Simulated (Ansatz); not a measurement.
The starting structures come from a database of crystals and need not be the phases stable at ambient conditions.

By PBEsol, the system below comes out a metal.

Without scattering a metal conducts by its projected Fermi surface.

```
CaCd
1.0
    3.80926     0.00000     0.00000
    0.00000     3.80926     0.00000
    0.00000     0.00000     3.80926
Ca Cd
1 1
Direct
  0.00000   0.00000   0.00000
  0.50000   0.50000   0.50000
```

Space group of this cell: Pm-3m, CsCl type. The cell is taken as given; by PBEsol its mean pressure is -1.0 GPa.

The current flows along the normal of the first two printed cell vectors, the (001) plane of the conventional cell. No spin-orbit coupling; the value is a mean over 0.1 eV about the Fermi level.

Problem. Estimate the ballistic conductance per area that PBEsol (Ansatz, an electronic-structure program) returns for this system.

Solution. 0.61 × 10¹⁵ S/m² for both spins.
